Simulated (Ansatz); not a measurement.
The reference is WSi2 (space group I4/mmm, No. 139; relaxed with 0.1 eV smearing).

```yaml
crystal:
  lattice:
    - [-1.60572, 1.60572, 3.90242]
    - [1.60572, -1.60572, 3.90242]
    - [1.60572, 1.60572, -3.90242]
  atoms:
    - { symbol: W, position: [0.00000, 0.00000, 0.00000] }
    - { symbol: Si, position: [0.33482, 0.33482, 0.00000] }
    - { symbol: Si, position: [0.66518, 0.66518, 0.00000] }
```

Cartesian axes are those of the cell as printed.

Method: plane-wave PAW DFT at the r2SCAN level (Ansatz, a quantum-chemistry and plane-wave program, 500 eV), no spin-orbit coupling.

It is then changed as follows: a pure shear with ε_xy = ε_yx = -0.0107, atoms relaxed at fixed cell.

Problem. What does the calculation give for the stress and energy relative to the base after the change?

Solution. The stress (xx, yy, zz, yz, xz, xy; compression positive) amounts to (0.2, 0.2, 0.1, 0.0, 0.0, 4.6) GPa; the energy increases by 4.2 meV/atom.

The cells carry an imposed strain or load. Stability against distortions was not tested. The final runs are not spin-polarised.
